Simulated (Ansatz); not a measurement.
The starting structures come from a database of crystals and need not be the phases stable at ambient conditions.

 Where the default PAW files enter, the runs use the earlier of Ansatz's two default sets.

Tunnelling through a barrier is set by its complex band structure: the current falls as exp(−2κd) with the smallest κ.

```xyz
9
Lattice="5.3738 0.0000 0.0000 -2.6869 4.6539 0.0000 2.6869 1.5513 4.3877" Properties=species:S:1:pos:R:3 pbc="T T T"
Sr     2.6869     1.5513     1.0969
Sr     2.6869     4.6539     3.2908
H      3.9010     2.2522     3.3964
H      1.4729     3.9529     0.9913
H      6.8467     2.2522     3.3964
H     -1.4729     3.9529     0.9913
H      5.3738     4.8033     3.3964
H      0.0000     1.4019     0.9913
Ru     0.0000     0.0000     0.0000
```

Space group of this cell: Fm-3m. The cell is taken as given; by PBEsol its mean pressure is -1.6 GPa.

Transport runs along the normal of the first two printed cell vectors, the (111) plane of the conventional cell.

The gap is the functional's own, uncorrected, and κ follows it; spin-orbit coupling is left out. Mid-gap values are interpolated between the computed energies.

### Question
Estimate the band gap and the smallest decay constant κ at mid-gap that PBEsol (Ansatz, an electronic-structure program) returns for this system.

### Answer
Gap 2.12 eV on a 8×8×8 mesh; κ = 0.353 1/Å, at (0.500, 0.000) of the in-plane reciprocal vectors. At the zone centre, at the nearest computed energy, the slowest state has κ = 0.48 1/Å.
